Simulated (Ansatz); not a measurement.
Ir: pressure series

The reference is Ir in the fcc (Cu type) structure (space group Fm-3m, No. 225; a = 3.8112 Å).

Cell and atoms are relaxed at each pressure.

Calculations: LDA (Ansatz, an electronic-structure program), no spin-orbit coupling.

Notes on the quantities. enthalpy: H = E + PV relative to the base's energy.

```tsv
change	enthalpy	shortest interatomic distance
base	–	2.695 Å
pressure −2 GPa	-0.17 eV/atom	2.699 Å
pressure −1 GPa	-0.09 eV/atom	2.697 Å
pressure 0.9 GPa	+0.08 eV/atom	2.693 Å
pressure 2.1 GPa	+0.18 eV/atom	2.690 Å
pressure 4.5 GPa	+0.39 eV/atom	2.685 Å
pressure 9 GPa	+0.77 eV/atom	2.676 Å
pressure 15 GPa	+1.27 eV/atom	2.664 Å
pressure 22.5 GPa	+1.89 eV/atom	2.651 Å
pressure 30 GPa	+2.51 eV/atom	2.639 Å
```

Load acts through the strain it causes; cell and atoms are relaxed under it. No phonon test of stability was made. No other phases were tried under pressure. All final runs are without spin polarisation.
